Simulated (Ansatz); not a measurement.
The reference is CuAu (space group P4/mmm, No. 123; a = 2.853 Å, c = 3.570 Å; relaxed with 0.1 eV smearing). Axes: x, y, z lie along a, b, c of the conventional cell.

Method: r2SCAN, PAW, 500 eV (Ansatz, a quantum-chemistry and plane-wave program; spin-orbit coupling left out).

It is then changed as follows: the cell is stretched by 5.77 % along x with no lateral relaxation; the atoms relax in the strained cell.

Question: Predict the stress tensor and what it implies for the stiffness.

Answer: Stress of the strained cell less that of the base (GPa, compression positive):
```
   -7.9     0.0     0.0
    0.0    -6.9     0.0
    0.0     0.0    -7.4
```

Then −Δσ_ii/ε with ε = 0.0577 gives secant stiffness values (nonlinear terms included at this strain): C11 ≈ 137 GPa, C12 ≈ 119 GPa and C13 ≈ 128 GPa.

As a check, the harmonic strain energy −½ V₀ Δσ:ε is 21 meV/atom; the computed energy rise is 22 meV/atom.

Stability against distortions was not tested. All final runs are without spin polarisation.
